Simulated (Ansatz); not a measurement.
AlN: response to strain

The parent structure is AlN in the wurtzite structure (space group P6_3mc, No. 186; a = 3.107 Å, c = 4.978 Å). Axes: x lies along a and z along c of the hexagonal cell.

Strains are applied to the cell and any free atomic positions relax; under biaxial strain the out-of-plane vector relaxes too; under stress the whole cell relaxes.

Method: Ansatz (a quantum-chemistry and plane-wave program), r2SCAN, PAW, cutoff 500 eV, without spin-orbit coupling.

Notes on the quantities. pressure: mean of the normal stresses, compression positive.

| variant | pressure | band gap | gap character |
|---|---|---|---|
| base | 0.01 GPa | 4.88 eV | direct at Γ |
| biaxial strain −2.97 %, plane normal [001], relaxed out of plane | 10.90 GPa | 5.30 eV | direct at Γ |
| biaxial strain −0.22 %, plane normal [001], relaxed out of plane | 0.73 GPa | 4.93 eV | direct at Γ |
| biaxial strain +0.66 %, plane normal [001], relaxed out of plane | -2.09 GPa | ? | direct at Γ |
| isotropic strain −3.19 % | 24.69 GPa | 5.76 eV | indirect, Γ → K |
| isotropic strain +1.17 % | -6.88 GPa | 4.56 eV | direct at Γ |
| uniaxial strain ε_yy = +2.37 % | -4.88 GPa | 4.60 eV | direct at Γ |
| uniaxial strain ε_zz = +1.81 % | ? | 4.80 eV | direct at Γ |
| uniaxial stress, 1 GPa tension along z | – | 4.88 eV | direct at Γ |
| uniaxial stress, 5 GPa tension along z | – | 4.88 eV | direct at Γ |

Some entries are withheld; estimate them.


- biaxial strain +0.66 %, plane normal [001], relaxed out of plane, band gap: 4.74 eV
- uniaxial strain ε_zz = +1.81 %, pressure: -3.45 GPa

Beyond what the load breaks, stability against distortions was not tested. Labels are those of the standard path for the cell's own space group.
